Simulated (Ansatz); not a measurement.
Take ZrO2 in the fluorite structure (space group Fm-3m, No. 225; a = 5.089 Å) as the base. Axes: x, y, z lie along the cube axes.

Modification: tensile biaxial strain of 2.90 % in the plane normal to [110], as in epitaxy on a mismatched substrate; the out-of-plane cell vector and the atoms relax.

All numbers come from r2SCAN (Ansatz, a quantum-chemistry and plane-wave program; PAW; 500 eV plane waves; scalar-relativistic without spin-orbit coupling).

Q: Give the band edges at the high-symmetry points of the new zone, measured from its valence-band maximum.

A: 
| point | valence edge (eV) | conduction edge (eV) |
|---|---|---|
| Γ | -0.45 | 3.55 |
| X | -0.28 | 4.04 |
| F₂ | -0.67 | 4.39 |
| Σ₀ | -0.67 | 4.39 |
| Y₀ | -0.60 | 4.23 |
| U₀ | -0.60 | 4.23 |
| R | -1.64 | 4.12 |
| W | -0.18 | 4.52 |
| S | -1.63 | 4.14 |
| T | 0.00 | 4.03 |

The gap is 3.55 eV, indirect, T → Γ.

A biaxial case was relaxed in a doubled cell and then solved in the primitive one. Stability against distortions was not tested. This is not the structure that ZrO2 has at room temperature and ambient pressure. Labels are those of the standard path for the cell's own space group.
